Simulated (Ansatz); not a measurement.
```
HfN
1.0
    0.00000     2.25082     2.25082
    2.25082     0.00000     2.25082
    2.25082     2.25082     0.00000
N Hf
1 1
Cartesian
  0.00000   0.00000   0.00000
  2.25082   2.25082   2.25082
```

Spin-orbit coupling is not included.

**Question.** What linear thermal expansion coefficient does quasi-harmonic lattice dynamics on DFT at the PBEsol level (Ansatz, a program for electronic structure) give at 600 K, and what isobaric heat capacity per mole of formula units and Grüneisen parameter?

**Answer.** α = 8.0 × 10⁻⁶ K⁻¹; C_P = 48.9 J/(mol K); γ = 1.84. No phase change or melting is allowed for: the numbers belong to this structure as given.
